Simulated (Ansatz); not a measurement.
Base system: Ba in the bcc (W type) structure (space group Im-3m, No. 229).

```
Ba
1.0
   -2.51000     2.51000     2.51000
    2.51000    -2.51000     2.51000
    2.51000     2.51000    -2.51000
Ba
1
Direct
  0.00000   0.00000   0.00000
```

All numbers come from PBE in Ansatz (plane waves to 420 eV, PAW, spin-orbit coupling left out), earlier PAW set.

Base values:

| Property | Value |
|---|---|
| Volume per atom | 63.25 Å³ |

Modification: every Ba is replaced by Eu, then cell and atoms are relaxed.

Question: Estimate the effect on the volume per atom.

Answer: The volume per atom shrinks by 21.22 Å³ to 42.03 Å³.

Other magnetic orders, which the real material may have, were not ruled out. The state of the 4f shell was not checked for lower solutions. Whether these cells are dynamically stable was not tested.

Ansatz is a first-principles code.
